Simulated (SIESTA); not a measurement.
**A short convergence ladder for Te (C2, 3 atoms in the cell)**

```xyz
3
Lattice="2.2189 -3.8432 0.0000 2.2189 3.8432 0.0000 0.0000 0.0000 5.9004" Properties=species:S:1:pos:R:3 pbc="T T T"
Te     0.5836     1.0108     3.9336
Te     3.3206     0.0000     0.0000
Te     0.5836    -1.0108     1.9668
```

Base method: SIESTA with LDA PW92, numerical atomic orbitals DZP, PseudoDojo LDA standard norm-conserving potentials (rewritten from UPF to PSML).

Base settings: XC.functional = LDA; XC.authors = PW92; potentials = PseudoDojo LDA standard; PAO.BasisSize = DZP; PAO.EnergyShift = 0.005 Ry; MeshCutoff = 350 Ry; kgrid.MonkhorstPack = 3 3 2; OccupationFunction = FD; ElectronicTemperature = 20 meV; MaxSCFIterations = 150.

**The setting basis size**

Level: DFT, LDA PW92, numerical atomic orbitals TZDP, PseudoDojo LDA standard norm-conserving potentials (rewritten from UPF to PSML).

Moved along: PAO.BasisSize.

The second cell is the first with its lattice scaled by 0.98.

The mesh stays at the base's, so the ladder's end is converged at best in this setting alone.

The sets are ordered by size and need not be nested.

Only quantities that move along the ladder and can be compared are tabulated; the gap is left out on so coarse a mesh.

| basis (functions) | energy of the compressed cell less the first (meV/atom) | pressure (GPa) | largest difference of a force vector from the last step's (eV/Å) |
|---|---|---|---|
| SZ (27) | 125.02 | 7.50 | 1.512 |
| DZ (39) | 63.28 | 3.20 | 0.828 |
| SZP (42) | 74.27 | 3.96 | 0.975 |
| DZP (54) | 52.23 | 2.34 | 0.313 |
| TZP (66) | 49.82 | 2.21 | 0.258 |
| TZDP (81) | 43.23 | 1.67 | 0.000 |

Coarsest basis (functions) that holds the pressure within 1 GPa: not settled: the last two steps still differ by 0.54 GPa, over half the tolerance, so the ladder does not show it.

Coarsest basis (functions) that holds the forces within 0.02 eV/Å: not settled: the last two steps still differ by 0.26 eV/Å, over half the tolerance, so the ladder does not show it.

Coarsest basis (functions) that holds the energy of the compressed cell less the first within 2 meV/atom: not settled: the last two steps still differ by 6.6 meV/atom, over half the tolerance, so the ladder does not show it.

On the base run: the starting cell has typed, rounded lattice constants, without a prior relaxation at this level. Its lattice was rescaled by up to half a per cent. One atom was moved a little off its site on purpose. Values carry the incompleteness of an atom-centred basis.
